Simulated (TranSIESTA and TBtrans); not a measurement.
Device: In chain with one O atom inserted. Leads: straight In chain, spacing 3.074 Å. Geometry: 3 atoms about the centre moved by SIESTA (PBE, DZP) to a largest force of 0.02 eV/Å, all others as built, motion along the axis alone. Transport runs along z; the first 4 and the last 4 of the 15 atoms are the lead cells, repeated to infinity.

```xyz
15
Lattice="9.000 0.000 0.000 0.000 9.000 0.000 0.000 0.000 44.162" Properties=species:S:1:pos:R:3 pbc="F F T"
In     4.500     4.500     0.000
In     4.500     4.500     3.074
In     4.500     4.500     6.148
In     4.500     4.500     9.222
In     4.500     4.500    12.296
In     4.500     4.500    15.370
In     4.500     4.500    18.521
O      4.500     4.500    20.545
In     4.500     4.500    22.568
In     4.500     4.500    25.718
In     4.500     4.500    28.792
In     4.500     4.500    31.866
In     4.500     4.500    34.940
In     4.500     4.500    38.014
In     4.500     4.500    41.088
```
Starting moments (μB): atom 8 +0.5.

Run with TranSIESTA and TBtrans (open boundaries, self-consistent; PseudoDojo norm-conserving potentials, scalar-relativistic): Spin polarized, PAO.BasisSize DZP, PAO.EnergyShift 0.15 eV, XC.Authors PBE, Mesh.Cutoff 200 Ry, ElectronicTemperature 300 K, TS.Voltage 0.0 eV, TBT.Elecs.Eta 0.001 eV.

Energies count from the leads' Fermi level. Transmissions are for each spin. The energy step is 0.01 eV; narrower resonances are cut or missed.

| E (eV) | T up | T down |
|---|---|---|
| -0.20 | 0.309 | 0.309 |
| -0.15 | 0.314 | 0.314 |
| -0.10 | 0.502 | 0.489 |
| -0.05 | 0.698 | 0.721 |
| 0.00 | 0.729 | 0.766 |
| 0.05 | 0.709 | 0.738 |
| 0.10 | 0.677 | 0.695 |
| 0.15 | 0.647 | 0.656 |
| 0.20 | 0.624 | 0.626 |

Q: Give the zero-bias conductance in μS and the resistance at 300 K.

A: At the Fermi level the mean of both spins is (0.729 + 0.766)/2 = 0.748. Averaged with −∂f/∂E over the full grid (kT = 25.9 meV) it is 0.718. With G0 = 2e²/h = 77.48 μS, G = 55.6 μS and R = 1/G = 18.0 kΩ.

Q: The eigenchannels at the Fermi level (both spins) transmit 0.325, 0.202, 0.202, 0.326, 0.220, 0.220. What Fano factor of the shot noise follows at low temperature and bias?

A: F = Σ τ(1 − τ)/Σ τ = 1.10/1.50 = 0.74.

Moments were seeded on the central atoms alone, and one start was tried. The straight chain is held at its spacing; free chains may zigzag or dimerise.
